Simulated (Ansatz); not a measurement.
LuNi (Pnma, No. 62; cell taken from a computed entry) was calculated with PBEsol (plane waves, PAW; Ansatz, a quantum-chemistry and plane-wave program).

Run with plane-wave cutoff 500 eV, 8×14×10 k mesh (along the axes of the cell as run), Fermi–Dirac smearing 0.1 eV, no spin polarisation, scalar-relativistic PAW data made under PBE.

Computed at the level's own relaxed cell.

Task: Estimate the equilibrium volume per atom that the calculation returns.

Result: 
- equilibrium volume per atom = 17.94 Å³/atom

The run finds no gap.

Note: the relaxation could not lower the start's symmetry, so the cell can be a saddle point above a distorted one.

Spin–orbit coupling is not included.

Computed values are for the static lattice.
